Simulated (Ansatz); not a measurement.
The reference is a 12-atom supercell of ZrB$_{2}$ (space group P6/mmm, No. 191; a = 3.171 Å, c = 3.541 Å) at its relaxed geometry.

(Cell as relaxed with PBE.)

Levels (all Ansatz, a quantum-chemistry and plane-wave program, PAW): PBE (420 eV, without spin-orbit coupling); r2SCAN (500 eV, no spin-orbit coupling).

Each level relaxes its own structure.

It is then changed as follows: a neutral B vacancy, atoms relaxed at fixed cell, starting from a slightly rattled geometry.

```json
[
 {"quantity": "largest displacement of a host atom from its site in the perfect cell", "PBE": "0.07 Å", "r2SCAN": "0.07 Å"},
 {"quantity": "pressure", "PBE": "1.3 GPa", "r2SCAN": "1.4 GPa"}
]
```

The two agree on the largest displacement of a host atom from its site in the perfect cell. Neither level is exact; r2SCAN is the comparison here, not a measurement.

The cell is small, so the values are those of an ordered compound at a high defect concentration; dilute-limit values will differ. The final runs are not spin-polarised.
